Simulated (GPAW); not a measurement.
A self-consistent single point of H4BrN (P-43m, 6 atoms in the cell) with GPAW.

Method: PBEsol, GPAW PAW datasets PBEsol (made by gpaw-setup) (plane waves; GPAW).

The change in words: lattice scaled by 0.97; ecut: 900 eV → 540 eV. Reference geometry:
```
H4BrN
1.0
    4.00000     0.00000     0.00000
    0.00000     4.00000     0.00000
    0.00000     0.00000     4.00000
N Br H
1 1 4
Direct
  0.00000   0.00000   0.00000
  0.50000   0.50000   0.50000
  0.14800   0.14800   0.14800
  0.14800   0.85200   0.85200
  0.85200   0.85200   0.14800
  0.85200   0.14800   0.85200
```

Reference input (self-consistent single point, DFT PBEsol, plane waves, GPAW PAW datasets PBEsol (made by gpaw-setup)): mode = pw; ecut = 900 eV; xc = PBEsol; kpts = 6 6 6; mesh shift (steps) = 0 0 0; occupations.name = fermi-dirac; occupations.width = 0.05 eV; nbands = -12; convergence.forces = 0.001 eV/Å; symmetry.symmorphic = false; symmetry.tolerance = 0.0005; maxiter = 150. This run's input differs from it in these lines:

```diff
@@ -5,5 +5,5 @@
 atoms = Atoms(['N', 'Br', 'H', 'H', 'H', 'H'],
-              cell=[[4.000000, 0.000000, 0.000000],
-                    [0.000000, 4.000000, 0.000000],
-                    [0.000000, 0.000000, 4.000000]],
+              cell=[[3.880000, 0.000000, 0.000000],
+                    [0.000000, 3.880000, 0.000000],
+                    [0.000000, 0.000000, 3.880000]],
               scaled_positions=[[0.000000, 0.000000, 0.000000],
@@ -16,3 +16,3 @@
 
-calc = GPAW(mode=PW(900),
+calc = GPAW(mode=PW(540),
             xc='PBEsol',
```

Output, abridged:

```
     iter     time        total  log10-change:
                         energy   eigst   dens  force
iter:   1 --:--:--   -28.767837
iter:   2 --:--:--   -28.394915   -1.83  -0.78
iter:   3 --:--:--   -27.025356   -1.27  -0.82
iter:   4 --:--:--   -26.997483   -3.04  -1.14
iter:   5 --:--:--   -26.979025   -2.76  -1.24
iter:   6 --:--:--   -26.979654   -2.87  -1.79
iter:   7 --:--:--   -26.968776   -3.21  -1.84
iter:   8 --:--:--   -26.968913   -5.56  -2.57
iter:   9 --:--:--   -26.969011c  -5.59  -2.63
iter:  10 --:--:--   -26.968932c  -5.08  -2.77
iter:  11 --:--:--   -26.968931c  -7.31  -3.79
iter:  12 --:--:--   -26.968931c  -7.69c -3.81
iter:  13 --:--:--   -26.968932c  -7.27  -3.86
iter:  14 --:--:--   -26.968931c  -8.22c -3.95
iter:  15 --:--:--   -26.968931c -10.02c -4.06c
iter:  16 --:--:--   -26.968931c  -7.81c -4.07c -2.71
iter:  17 --:--:--   -26.968931c  -9.19c -5.05c -4.08c
Converged after 17 iterations.

Dipole moment: (-0.000000, -0.000000, -0.000000) |e|*Ang

Energy contributions relative to reference atoms: (reference = -72380.304305)

Kinetic:        +37.657054
Potential:      -38.324266
External:        +0.000000
XC:             -26.257075
Entropy (-ST):   -0.000000
Local:           -0.044645
SIC:             +0.000000
--------------------------
Free energy:    -26.968931
Extrapolated:   -26.968931

Showing only first 2 kpts
 Kpt  Band  Eigenvalues  Occupancy
  0     6      0.88178    2.00000
  0     7      0.88178    2.00000
  0     8      5.48032    0.00000
  0     9      7.65942    0.00000

  1     6      0.84250    2.00000
  1     7      0.84250    2.00000
  1     8      6.17690    0.00000
  1     9      7.92950    0.00000

Fermi level: 2.48445

Gap: 4.506 eV
Transition (v -> c):
   [... lines left out ...]
Direct gap: 4.599 eV
   [... lines left out ...]
  0 N     0.00000   -0.00000    0.00000
  1 Br   -0.00000   -0.00000   -0.00000
  2 H     1.30164    1.30164    1.30164
  3 H     1.30164   -1.30164   -1.30164
  4 H    -1.30164   -1.30164    1.30164
  5 H    -1.30164    1.30164   -1.30164

Stress tensor:
    -0.031803     0.000000     0.000000
     0.000000    -0.031803    -0.000000
     0.000000    -0.000000    -0.031803
Stress (GPa, Voigt): [-5.0954 -5.0954 -5.0954 -0.      0.      0.    ]
```

The run converged in 17 iterations. GPAW prints stress with tension positive. Against the reference run the free energy rises by 101 meV/atom and the largest force goes from 0.834 to 2.255 eV/Å.

At such cutoffs GPAW's stress carries a finite-basis (Pulay) error, which enters relaxed cells too; its log prints stress with tension positive.

The starting cell comes from a database of published, mostly measured structures (it also holds non-ambient and calculated ones), without a prior relaxation at this level. For this run, on top of that: lattice scaled by 0.97. Forces in this geometry exceed 1 eV/Å. The log's line on a gap gives a spacing of levels on this mesh, which the program prints for metals too.

Cost on one core of a shared machine: roughly 30 s.
